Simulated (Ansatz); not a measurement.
Abridged Ansatz (a quantum-chemistry and plane-wave program) output:

```
Pseudopotential: La, paw, valence charge 11
Pseudopotential: Cs, paw, valence charge 9
Crystal: 4 atoms, lattice volume = 165.373 Å³
Basis set: ecut = 420 eV, 3225 PW (Γ), exchange–correlation on 50×50×180 points (8 copies of the dense FFT grid, shifted against one another)
Bands: 25, of which v1, the nominal top of the filled ones, is band 21 counted from 1 (20 counted from 0)
Symmetry: 16 space group operations
k-points: 84 of 676
Functional: x = pbesol(κ = 0.804, μ = 0.12345679012345678), c = pbesol(β = 0.046)
SCF iter   1: F=—  HF=-24071.032948 eV  |F-HF|=—  |Δ(HF+E_count)|=         —  Δρ=2.74e-2  dr2=1.95e1  ethr=3.10e-3  ⟨swp⟩=10.2  Hψ=12928  notcnv=0
SCF iter   2: F=—  HF=-24070.017103 eV  |F-HF|=—  |Δ(HF+E_count)|=    1.02e0  Δρ=1.59e-2  dr2=6.76e0  ethr=3.10e-3  ⟨swp⟩=4.0  Hψ=3891  notcnv=0
SCF 1 converged in 13 iterations: F = -24069.443619 eV  dr2 = 1.10e-10
SCF converged after 13 iterations
Free energy (F): -24069.443619 eV
Internal energy: -24069.403341 eV  (E = F + TS)
E sigma→0 (E₀):  -24069.423480 eV
Entropy (-TS):   -0.040278 eV (-10.070 meV/atom)
Fermi energy:    9.375585 eV
--- Forces (eV/Å), atoms counted from 1 ---
  atom   1  La     0.00000000     0.00000000     0.00293942
  atom   2  Cs     0.00000000     0.00000000     0.00000000
  atom   3  La     0.00000000     0.00000000    -0.00293942
  atom   4  La     0.00000000     0.00000000     0.00000000
--- Stress (GPa, compression-positive) ---
        0.004327       0.000000       0.000000
        0.000000       0.004327       0.000000
        0.000000       0.000000       0.013217
  P = ⅓ Tr σ = 0.0073 GPa (0.073 kbar)
```

Question: What was computed, and what are the main results?

Answer: CsLa3, 4 atoms in the cell, with Ansatz, PBEsol, PAW, cutoff 420 eV, no spin-orbit coupling, earlier PAW set. The last SCF converged to F = -24069.443619 eV, or -6017.3609 eV per atom, at a pressure of 0.01 GPa. The total energy compares only with runs of the same code, potentials and settings.

These are small ordered cells, not random alloys; other orderings at the same x differ. Whether these cells are dynamically stable was not tested. The cell was made from Cs by this change: x(La) = 0.75, 4 atoms, P4/mmm. Under x(La) = 0.75, 4 atoms, P4/mmm the cell changed shape so far that it is another structure.
